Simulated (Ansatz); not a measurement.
Start from MgSe in the rock salt structure (space group Fm-3m, No. 225; a = 5.5080 Å).

Calculations: Ansatz (a quantum-chemistry and plane-wave program), PBE, PAW, cutoff 420 eV, no spin-orbit coupling.

One change was made to it. Results:

The electron mass becomes 0.49 mₑ along k, 0.24 mₑ across (at X) (base: 0.48 mₑ along k, 0.24 mₑ across (at X)); the shortest interatomic distance falls by 0.029 Å, from 2.754 Å to 2.725 Å; the hole mass (degenerate bands, along [100]) changes from 0.16, 0.82, 0.82 mₑ (at Γ) to 0.17, 0.79, 0.79 mₑ (at Γ).

Problem. Which change produced these results?
(A) pressure 0.9 GPa
(B) pressure 22.5 GPa
(C) pressure 2.1 GPa
(D) pressure 15 GPa
(E) pressure 4.5 GPa

Solution. C, pressure 2.1 GPa. For comparison, the hole mass in the other runs: pressure 15 GPa gives 0.19, 0.67, 0.67 mₑ (at Γ); pressure 0.9 GPa gives 0.16, 0.80, 0.80 mₑ (at Γ); pressure 22.5 GPa gives 0.20, 0.62, 0.62 mₑ (at Γ); pressure 4.5 GPa gives 0.17, 0.76, 0.76 mₑ (at Γ).

The levels and masses belong to the bands next to the band gap. Load acts through the strain it causes; cell and atoms are relaxed under it. Masses are band curvatures over ±0.01 Å⁻¹ around the edge. Along k means along the line from Γ to the band edge. Stability against distortions was not tested. No other phases were tried under pressure.
